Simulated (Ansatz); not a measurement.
Structure of amorphous Ga12Sb12Te36 (periodic cell):

```xyz
60
Lattice="12.0437 0.2268 0.4638 0.2268 12.5834 -0.1193 0.4638 -0.1193 12.2355" Properties=species:S:1:pos:R:3 pbc="T T T"
Ga     9.1429     0.5999     5.0089
Ga     6.6519     8.3472    11.1920
Ga     1.5452     2.5343     5.9608
Ga     1.9238     3.3411    10.6334
Ga     0.6880    12.4209     8.7725
Ga     6.8086     7.0455     2.5931
Ga     9.1078    11.9625     8.6923
Ga     5.4732     5.4312     5.3029
Ga     9.3787     6.6389     4.3065
Ga    11.9208     7.0444     9.8121
Ga     1.7197     8.4909     0.1069
Ga    11.0512     9.9041     6.0917
Sb     7.3300    11.1647     1.9131
Sb     3.8083     5.6876     8.3041
Sb     5.5756     0.8253     6.5325
Sb     9.3716     2.9037     1.8733
Sb    10.1242     3.6593    10.2806
Sb    10.2132    10.6245     2.4626
Sb     2.7356    12.5097     3.4591
Sb     2.5461    11.3398    10.4534
Sb     8.5373     8.0599     8.1749
Sb     5.9600     2.2493    10.6065
Sb     2.6325     4.1001     1.9112
Sb     2.6260     9.7093     6.3021
Te     6.2020     3.7802     7.2517
Te     4.7860    10.9402     4.7371
Te     8.8797     4.0446     4.4778
Te    11.1243     0.6602     3.2387
Te     6.5172     6.4548     9.3792
Te     1.0478     9.6853     3.9044
Te     9.9065     5.5346     7.6000
Te     7.0095     7.6219     5.2290
Te     9.2743     7.4518     1.8140
Te    11.2903    10.3089     8.6790
Te     1.1364     6.5703     1.8611
Te     5.8100    10.8133    10.6897
Te     0.7443     0.0324     6.2616
Te     9.2682     8.4662    10.9374
Te     3.8055     0.9549     8.7707
Te     9.2185     1.6176     7.4342
Te    10.8875     1.0826    11.3637
Te     3.5911    10.1892     1.2524
Te     2.0314     1.2082    12.2573
Te     5.7025     4.5665     2.7917
Te    12.1720    10.2091    12.1724
Te     4.7698     7.5978     1.0161
Te     8.6756    10.6001     5.1812
Te     8.4155    12.3548    11.2746
Te    11.8957     4.9271    12.2006
Te     1.1114     3.9779     8.1643
Te     3.8699     2.3163     4.7135
Te     6.8359    10.6802     7.9829
Te     4.3879     1.1769     0.8277
Te    11.4546     7.1777     5.8557
Te     0.3986     3.6016     3.7969
Te     7.1819     1.1719     3.1264
Te     7.9810     4.1198    12.1506
Te     2.7426     8.2283     9.6669
Te     4.2235     4.5609    11.1852
Te     3.1427     6.7491     5.6143
```

These are PBE-D3(BJ), scalar-relativistic without spin-orbit coupling, PAW (Ansatz default set, large-core Te) (plane waves to 420 eV; Ansatz, a quantum-chemistry and plane-wave program) values and carry that method's errors.

Preparation: random packing, a CHGNet melt and quench, and a DFT relaxation. The hot cell started wider than the set density and was brought back towards it in steps. It is the lowest in DFT energy of 3 quenches. It is a model cell: composition and starting density were chosen by hand, and all elements were melted together. The geometry includes D3(BJ) dispersion. Its density started from a set value of 5.94 and ended at 6.18 g/cm³. The simulated quench (nominally 79 K/ps over its main leg) is rapid and tends to freeze in more defects than a deposited or slowly cooled glass has. Values belong to this one cell and scatter from quench to quench. Volume and shape were free in the relaxation. On a 2×2×2 Γ-centred mesh force components of up to 0.16 eV/Å stay, since the relaxation ran on one k-point at (1/4, 1/4, 1/4).

Neighbours within Ga-Ga 2.93 Å, Ga-Sb 3.13 Å, Ga-Te 2.98 Å, Sb-Sb 3.34 Å, Sb-Te 3.42 Å, Te-Te 3.31 Å count as bonded.

Give the coordination numbers, mean bond lengths and angles.


```json
{
  "Mean coordination of Ga": "3.67 (1 with 0, 11 with 4)",
  "Mean coordination of Sb": "4.67 (1 with 3, 4 with 4, 5 with 5, 2 with 6)",
  "Mean coordination of Te": "3.00 (7 with 2, 22 with 3, 7 with 4)",
  "Mean Sb-Te bond": "3.078 Å (spread 0.165 Å, 53 counted)",
  "Mean Ga-Te bond": "2.681 Å (spread 0.047 Å, 43 counted)",
  "Mean Te-Te bond": "2.938 Å (spread 0.082 Å, 6 counted)",
  "Mean Sb-Sb bond": "2.984 Å (spread 0.000 Å, 1 counted)",
  "Bond angle at Ga": "mean 108.8°, spread 12.6°",
  "Bond angle at Sb": "mean 103.3°, spread 29.7°",
  "Bond angle at Te": "mean 102.3°, spread 22.5°"
}
```

List the pairs of like atoms that count as bonded by the rules above.

Sb13-Sb18 (2.98 Å), Te31-Te54 (2.85 Å), Te36-Te52 (2.90 Å), Te36-Te48 (3.08 Å), Te41-Te48 (3.00 Å), Te42-Te46 (2.86 Å), Te43-Te53 (2.94 Å).
